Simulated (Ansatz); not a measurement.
Worked example: self-consistent single point of Sc₃SnB (P4mm, 5 atoms in the cell) in Ansatz (a program for electronic structure).

Computed with PBEsol, default PAW files made with PBE (plane waves; Ansatz).

The change in words: lattice scaled by 0.98. Reference geometry:
```
Sc3SnB
1.0
    4.64001     0.00000     0.00000
    0.00000     4.64001     0.00000
    0.00000     0.00000     4.64001
Sc Sn B
3 1 1
Direct
  0.50000   0.00000   0.50000
  0.01078   0.50000   0.50000
  0.50000   0.50000   0.00000
  0.00000   0.00000   0.00000
  0.50000   0.50000   0.50000
```

Reference input (self-consistent single point, DFT, PBEsol, plane waves, default PAW files made with PBE): basis.ecutwfc = 420 eV; kpoints.mp_grid.grid = 5 5 5; hamiltonian.xc = pbesol; hamiltonian.pseudopotentials = {kind: paw} (the program's default PAW files); scf.occupations.method = fermi_dirac; scf.occupations.width = 0.1 eV. This run's input differs from it in these lines:

```diff
@@ -2,5 +2,5 @@
   lattice:
-    - [4.640008, 0.000000, 0.000000]
-    - [0.000000, 4.640008, 0.000000]
-    - [0.000000, 0.000000, 4.640008]
+    - [4.547208, 0.000000, 0.000000]
+    - [0.000000, 4.547208, 0.000000]
+    - [0.000000, 0.000000, 4.547208]
   atoms:
```

The program printed (abridged):

```
SCF iter   1: F=—  HF=-12439.743809 eV  |F-HF|=—  |Δ(HF+E_count)|=         —  Δρ=5.24e-3  dr2=4.39e-2  ethr=1.77e-3  ⟨swp⟩=5.4  Hψ=2325  notcnv=0
all-band conjugate gradients solve this SCF's bands
preconditioner: auto → Kerker (q_TF=auto, 2.456 Å⁻¹)
SCF iter   2: F=—  HF=-12439.733704 eV  |F-HF|=—  |Δ(HF+E_count)|=   1.01e-2  Δρ=2.34e-3  dr2=8.75e-3  ethr=8.77e-5  ⟨swp⟩=2.0  Hψ=796  notcnv=0
SCF iter   3: F=—  HF=-12439.731405 eV  |F-HF|=—  |Δ(HF+E_count)|=   2.30e-3  Δρ=4.24e-4  dr2=2.31e-4  ethr=1.75e-5  ⟨swp⟩=2.0  Hψ=671  notcnv=0
SCF iter   4: F=—  HF=-12439.731362 eV  |F-HF|=—  |Δ(HF+E_count)|=   4.34e-5  Δρ=1.27e-4  dr2=1.94e-5  ethr=4.62e-7  ⟨swp⟩=2.0  Hψ=671  notcnv=0
SCF iter   5: F=—  HF=-12439.731241 eV  |F-HF|=—  |Δ(HF+E_count)|=   1.21e-4  Δρ=3.91e-5  dr2=1.87e-6  ethr=3.88e-8  ⟨swp⟩=2.8  Hψ=959  notcnv=0
SCF iter   6: F=—  HF=-12439.731240 eV  |F-HF|=—  |Δ(HF+E_count)|=   3.37e-7  Δρ=1.41e-5  dr2=2.48e-7  ethr=3.73e-9  ⟨swp⟩=2.1  Hψ=790  notcnv=0
SCF iter   7: F=-12439.731240 eV  HF=-12439.731240 eV  |F-HF|=1.41e-8  |Δ(HF+E_count)|=   3.91e-8  Δρ=4.68e-6  dr2=2.73e-8  ethr=2.00e-10  ⟨swp⟩=6.3  Hψ=2045  notcnv=0
SCF 1 converged in 7 iterations: F = -12439.731240 eV  dr2 = 2.73e-8
Free energy (F): -12439.731240 eV
Internal energy: -12439.683012 eV  (E = F + TS)
E sigma→0 (E₀):  -12439.707126 eV
Entropy (-TS):   -0.048228 eV (-9.646 meV/atom)
Fermi energy:    10.991474 eV
--- Forces (eV/Å), atoms counted from 1 ---
  atom   1  Sc     0.12761364    -0.00000000     0.00000000
  atom   2  Sc    -0.61393984     0.00000000     0.00000000
  atom   3  Sc     0.12761364    -0.00000000     0.00000000
  atom   4  Sn     0.02544369     0.00000000     0.00000000
  atom   5  B      0.33327565    -0.00000000     0.00000000
--- Stress (GPa, compression-positive) ---
        3.593588      -0.000000       0.000000
       -0.000000       3.425367       0.000000
        0.000000       0.000000       3.425367
  P = ⅓ Tr σ = 3.4814 GPa (34.814 kbar)
  The stress holds the Pulay correction. Without it, at fixed plane waves, as pw.x and ABINIT print it: P = 3.4428 GPa
```

The run converged in 7 iterations. Against the reference run the free energy goes up by 4.3 meV/atom, the pressure goes from -2.04 to 3.48 GPa and the largest force goes from 0.507 to 0.614 eV/Å.

The starting cell comes from a database of computed structures (which also holds hypothetical and non-ambient phases and stackings), without a prior relaxation at this level. Its lattice was rescaled by up to half a per cent. One atom was moved a little off its site on purpose. For this run, on top of that: lattice scaled by 0.98. With a pressure of about 3 GPa the cell is away from its equilibrium volume at this level. Ansatz's pressure includes its estimate of the finite-basis (Pulay) stress.

Keys are those of Ansatz 0.2.
